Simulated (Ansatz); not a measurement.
Reference: CdTe (F-43m), PBEsol with spin-orbit coupling, rigid bands (plane waves, PAW; Ansatz, a quantum-chemistry and plane-wave program); axes and stresses refer to this cell.

```
CdTe
1.0
    0.00000     3.24462     3.24462
    3.24462     0.00000     3.24462
    3.24462     3.24462     0.00000
Cd Te
1 1
Direct
  0.00000   0.00000   0.00000
  0.25000   0.25000   0.25000
```

- Seebeck coefficient, p-type 1e19 cm⁻³ = 265 μV/K
- hole conductivity mass = 0.54 mₑ
- band gap = 0.38 eV

Task: Change: hydrostatic pressure -2 GPa. What happens to Seebeck coefficient, p-type 1e19 cm⁻³, hole conductivity mass, band gap?

Result: Seebeck coefficient, p-type 1e19 cm⁻³ goes up to 275 μV/K; hole conductivity mass rises to 0.61 mₑ; band gap decreases to 0.22 eV.

Task: Change: hydrostatic pressure 10 GPa. What happens to Seebeck coefficient, p-type 1e19 cm⁻³, hole conductivity mass, band gap?

Result: Seebeck coefficient, p-type 1e19 cm⁻³ decreases to 238 μV/K; hole conductivity mass decreases to 0.40 mₑ; band gap rises to 0.86 eV.

Task: Change: hydrostatic pressure 2 GPa. What happens to Seebeck coefficient, p-type 1e19 cm⁻³, hole conductivity mass, band gap?

Result: Seebeck coefficient, p-type 1e19 cm⁻³ moves little, to 258 μV/K; hole conductivity mass falls to 0.50 mₑ; band gap grows to 0.50 eV.

Task: Change: hydrostatic pressure 5 GPa. What happens to Seebeck coefficient, p-type 1e19 cm⁻³, hole conductivity mass, band gap?

Result: Seebeck coefficient, p-type 1e19 cm⁻³ shrinks to 249 μV/K; hole conductivity mass decreases to 0.45 mₑ; band gap increases to 0.66 eV.

Task: Change: uniaxial stress zz = 1 GPa (compression positive). What happens to Seebeck coefficient, p-type 1e19 cm⁻³, hole conductivity mass, band gap?

Result: Seebeck coefficient, p-type 1e19 cm⁻³ shrinks to 200 μV/K; hole conductivity mass falls to 0.31 mₑ; band gap decreases to 0.32 eV.

Masses are for dilute carriers at 300 K, harmonic means over directions unless an axis is named. Seebeck coefficients are for the stated density at 300 K, with one relaxation time for all states and whether or not that doping can be reached. Stresses and pressures are the targets of the relaxation.  The structure type is held under load, also where the real crystal would transform.
